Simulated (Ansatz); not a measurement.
Ansatz (an electronic-structure program) is run on Te₂Os (Pa-3, 12 atoms in the cell), and the run fails. The aim is a self-consistent single point with DFT, PBEsol, plane waves, default PAW files made with PBE.

Cell that was meant: a = 6.4514 Å, b = 6.4514 Å, c = 6.4514 Å, α = 90.00°, β = 90.00°, γ = 90.00°.

Part of the input:

Ansatz 0.2 input:
```yaml
    - [0.000000, 6.451374, 0.000000]
    - [0.000000, 0.000000, 6.451374]
  atoms:
    - { symbol: Te, position_ang: [0.372902, 0.372902, 0.372902] }
    - { symbol: Te, position_ang: [0.127099, 0.627099, 0.872903] }
    - { symbol: Te, position_ang: [0.872903, 0.127099, 0.627099] }
    - { symbol: Te, position_ang: [0.627099, 0.872903, 0.127099] }
    - { symbol: Te, position_ang: [0.627099, 0.627099, 0.627099] }
    - { symbol: Te, position_ang: [0.872903, 0.372902, 0.127099] }
    - { symbol: Te, position_ang: [0.127099, 0.872903, 0.372902] }
    - { symbol: Te, position_ang: [0.372902, 0.127099, 0.872903] }
    - { symbol: Os, position_ang: [0.000000, 0.000000, 0.000000] }
    - { symbol: Os, position_ang: [0.500001, 0.000000, 0.500001] }
    - { symbol: Os, position_ang: [0.500001, 0.500001, 0.000000] }
    - { symbol: Os, position_ang: [0.000000, 0.500001, 0.500001] }
basis:
  ecutwfc: 420.0 eV
kpoints:
```

The program printed (abridged):

```
WARN ansatz: RAYON_NUM_THREADS=1 ignored (pool sized by the plan → 1); use --threads N
Pseudopotentials: kind: paw
Pseudopotential: Te, paw, valence charge 16
Pseudopotential: Os, paw, valence charge 16
Error: SCF: the overlap matrix is not positive definite, so this SCF or pass stopped before solving anything: energies and bands computed with it would not be physical. With PAW pseudopotential files every eigenvalue of that matrix must be above 0; at 6 of 6 k-points the lowest is not, and the worst, at k-point 0 (counted from zero), is -5.9e-1 (as computed, with no allowance for rounding). The cause is the files, the structure or the cutoff, not the eigensolver. Where the projector spheres of two atoms overlap (a projector without an augmentation charge has none), move the closest atoms apart or use files with smaller projector spheres; norm-conserving files [...]
```

Problem. Read the log: what does the program object to, and what is the fix?

Solution. The fault is this: fractional positions typed under position_ang; here the program stops on it instead of giving results. To fix it, make label and numbers agree, by changing either. The program stopped before any SCF iteration.

The sound input it was made from differs as follows (other fixes are possible):
```diff
-    - { symbol: Te, position_ang: [0.372902, 0.372902, 0.372902] }
-    - { symbol: Te, position_ang: [0.127099, 0.627099, 0.872903] }
-    - { symbol: Te, position_ang: [0.872903, 0.127099, 0.627099] }
-    - { symbol: Te, position_ang: [0.627099, 0.872903, 0.127099] }
-    - { symbol: Te, position_ang: [0.627099, 0.627099, 0.627099] }
-    - { symbol: Te, position_ang: [0.872903, 0.372902, 0.127099] }
-    - { symbol: Te, position_ang: [0.127099, 0.872903, 0.372902] }
-    - { symbol: Te, position_ang: [0.372902, 0.127099, 0.872903] }
+    - { symbol: Te, position_ang: [2.405717, 2.405717, 2.405717] }
+    - { symbol: Te, position_ang: [0.819970, 4.045657, 5.631404] }
+    - { symbol: Te, position_ang: [5.631404, 0.819970, 4.045657] }
+    - { symbol: Te, position_ang: [4.045657, 5.631404, 0.819970] }
+    - { symbol: Te, position_ang: [4.045657, 4.045657, 4.045657] }
+    - { symbol: Te, position_ang: [5.631404, 2.405717, 0.819970] }
+    - { symbol: Te, position_ang: [0.819970, 5.631404, 2.405717] }
+    - { symbol: Te, position_ang: [2.405717, 0.819970, 5.631404] }
-    - { symbol: Os, position_ang: [0.500001, 0.000000, 0.500001] }
-    - { symbol: Os, position_ang: [0.500001, 0.500001, 0.000000] }
-    - { symbol: Os, position_ang: [0.000000, 0.500001, 0.500001] }
+    - { symbol: Os, position_ang: [3.225687, 0.000000, 3.225687] }
+    - { symbol: Os, position_ang: [3.225687, 3.225687, 0.000000] }
+    - { symbol: Os, position_ang: [0.000000, 3.225687, 3.225687] }
```

With that input, the run converged in 6 iterations: free energy E − TS (on the zero of these files) -100217.4113 eV; Fermi level (on the code's own zero) 14.46 eV; pressure -3.73 GPa; largest force (vector length) 0.202 eV/Å (DFT, PBEsol, plane waves, default PAW files made with PBE).

On the sound input: the starting cell comes from a database of published, mostly measured structures (it also holds non-ambient and calculated ones), without a prior relaxation at this level. Its lattice was rescaled by a random factor within 2.5 % of one. Spin polarisation is off. With a pressure of about -4 GPa the cell is away from its equilibrium volume at this level. Ansatz's pressure includes its estimate of the finite-basis (Pulay) stress.
